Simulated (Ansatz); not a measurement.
Rock-salt NaH, treated with BLYP (PAW; Ansatz, an electronic-structure program).

Numerical settings: plane-wave cutoff 520 eV, 12×12×12 k mesh, Fermi–Dirac smearing 0.01 eV, scalar-relativistic PAW data made under PBE.

The cell is scaled about its equilibrium volume:

| V (Å³/atom) | P (GPa) | direct gap at Γ (eV) | smallest gap on the k mesh (eV) |
|---|---|---|---|
| 13.375 | 1.56 | 14.621 | 4.143 |
| 13.660 | 0.99 | 14.371 | 4.104 |
| 13.945 | 0.47 | 14.129 | 4.066 |
| 14.229 | 0.00 | 13.896 | 4.029 |
| 14.514 | -0.42 | 13.671 | 3.993 |
| 14.798 | -0.81 | 13.452 | 3.958 |
| 15.083 | -1.17 | 13.241 | 3.924 |

The fundamental gap (4.03 eV at the equilibrium volume, with added k points) lies elsewhere than Γ–Γ.
